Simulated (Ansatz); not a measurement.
The reference is BeS in the zinc blende structure (space group F-43m, No. 216; a = 4.869 Å). Axes: x, y, z lie along the cube axes.

Computed with r2SCAN/PAW in Ansatz (a first-principles code), no spin-orbit coupling.

Before the change:

```
Property                            Result
---------------------  -------------------
Smallest direct gap                6.22 eV
Valence-band top at Γ  0.00, 0.00, 0.00 eV
```

Perturbation: biaxial strain +2.50 %, plane normal [111], relaxed out of plane (Cartesian); in-plane vectors clamped, the third vector and the atoms free.

Q: Predict the new ratio −ε⊥/ε∥.

A: The ratio −ε⊥/ε∥ is 0.36.

Q: What happens to the smallest direct gap?

A: The smallest direct gap shrinks by 0.37 eV, from 6.22 eV to 5.85 eV.

Q: What happens to the valence-band top at Γ?

A: The valence-band top at Γ (three highest levels, from the VBM) goes from 0.00, 0.00, 0.00 eV to 0.00, -0.21, -0.21 eV.

No phonon test of stability was made.
